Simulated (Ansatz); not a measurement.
The starting structures come from a database of crystals and need not be the phases stable at ambient conditions.

Given:

```
CdTe
1.0
    4.67575     0.00000     0.00000
    2.29233     4.07528     0.00000
    0.00000     0.00000     7.63690
Cd Te
2 2
Direct
  0.15153   0.15153   0.00017
  0.84847   0.84847   0.50017
  0.81781   0.81781   0.12483
  0.18219   0.18219   0.62483
```

Space group of this cell: Cmc2_1. The cell is taken as given; by r2SCAN its mean pressure is -1.2 GPa.

These are r2SCAN (plane waves, PAW; Ansatz, an electronic-structure program) values and carry that method's errors.

The current runs along the normal of the first two printed vectors; no spin-orbit coupling. Scaled by the factor s: all lengths (ions clamped). Meshes 8×8×4 and 8×8 across the current in all rows.

```json
[
 {"s": "0.98", "mean pressure (GPa)": "1.2", "band gap (eV)": "1.31"},
 {"s": "1.00", "mean pressure (GPa)": "-1.2", "band gap (eV)": "1.11"},
 {"s": "1.02", "mean pressure (GPa)": "-3.0", "band gap (eV)": "?"}
]
```

Q: Take the slope of the band gap against ln s from the two given rows, extrapolate to s = 1.02, and say what the run there gives.

A: Slope = (1.31 − 1.11) / ln 0.98 = -9.90 eV. The line gives 1.11 + (-9.90) × ln 1.02 = 0.91 eV. The run gives 0.91 eV, as the line does.
